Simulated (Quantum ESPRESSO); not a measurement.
A self-consistent single point of Li₃In (P1, 4 atoms in the cell) with Quantum ESPRESSO.

Computed with LDA (PZ), GBRV 1.5 ultrasoft (LDA) pseudopotentials (plane waves; Quantum ESPRESSO).

```yaml
crystal:
  lattice:
    - [0.00000, 3.29347, 3.29347]
    - [3.29347, 0.00000, 3.29347]
    - [3.29347, 3.29347, 0.00000]
  atoms:
    - { symbol: Li, position: [0.24302, 0.25498, 0.25146] }
    - { symbol: Li, position: [0.75561, 0.74692, 0.74587] }
    - { symbol: Li, position: [0.50309, 0.49569, 0.50352] }
    - { symbol: In, position: [0.99827, 0.00241, 0.99915] }
```

Reference input (self-consistent single point, DFT, PBEsol, plane waves, GBRV 1.5 ultrasoft (PBESOL) pseudopotentials): ecutwfc = 40 Ry; ecutrho = 200 Ry; occupations = smearing; smearing = gauss; degauss = 0.0099958 Ry; potentials = {Li: li_pbesol_v1.4.uspp.F.UPF, In: in_pbesol_v1.4.uspp.F.UPF}; K_POINTS = automatic 6 6 6 0 0 0; conv_thr = 1e-09 Ry; mixing_beta = 0.3. This run's input differs from it in these lines:

```diff
@@ -23,4 +23,4 @@
 ATOMIC_SPECIES
-Li     6.9400  li_pbesol_v1.4.uspp.F.UPF
-In   114.8180  in_pbesol_v1.4.uspp.F.UPF
+Li     6.9400  li_lda_v1.4.uspp.F.UPF
+In   114.8180  in_lda_v1.4.uspp.F.UPF
 CELL_PARAMETERS {bohr}
```

Log, with long lists cut:

```
     Self-consistent Calculation

     iteration #  1     ecut=    40.00 Ry     beta= 0.30

     total energy              =    -172.38547883 Ry
     estimated scf accuracy    <      14.03970393 Ry

     iteration #  2     ecut=    40.00 Ry     beta= 0.30

     total energy              =    -176.11432079 Ry
     estimated scf accuracy    <       0.27223891 Ry

     iteration #  3     ecut=    40.00 Ry     beta= 0.30

     total energy              =    -176.05546186 Ry
     estimated scf accuracy    <       0.10322851 Ry

   [... 8 blocks of this kind left out ...]

     iteration # 12     ecut=    40.00 Ry     beta= 0.30

     total energy              =    -176.08116092 Ry
     estimated scf accuracy    <       0.00000002 Ry

     iteration # 13     ecut=    40.00 Ry     beta= 0.30
     End of self-consistent calculation

     Number of k-points >= 100: set verbosity='high' to print the bands.

     the Fermi energy is     4.5063 ev

!    total energy              =    -176.08116092 Ry
     estimated scf accuracy    <          5.3E-11 Ry
     smearing contrib. (-TS)   =      -0.00178347 Ry
     internal energy E=F+TS    =    -176.07937746 Ry

     convergence has been achieved in  13 iterations

     Forces acting on atoms (cartesian axes, Ry/au):

     atom    1 type  1   force =    -0.00176297    0.00179321    0.00063567
     atom    2 type  1   force =     0.00234719   -0.00029383   -0.00067933
     atom    3 type  1   force =     0.00015490   -0.00191533    0.00027519
     atom    4 type  2   force =    -0.00073912    0.00041595   -0.00023152

     Total force =     0.004162     Total SCF correction =     0.000004

          total   stress  (Ry/bohr**3)                   (kbar)     P=      -21.28
  -0.00014473   0.00000136   0.00000253          -21.29        0.20        0.37
   0.00000136  -0.00014460  -0.00000534            0.20      -21.27       -0.79
   0.00000253  -0.00000534  -0.00014467            0.37       -0.79      -21.28

   JOB DONE.
```

The run converged in 13 iterations. Against the reference run the pressure goes from -0.48 to -2.13 GPa and the largest force goes from 0.071 to 0.067 eV/Å. The full log also holds: “c_bands:  2 eigenvalues not converged”.

The starting cell comes from a database of computed structures (which also holds hypothetical and non-ambient phases and stackings), without a prior relaxation at this level. Its atoms were displaced at random from the sites of space group no. 225.

Cost on one core of a shared machine: roughly 2 min.
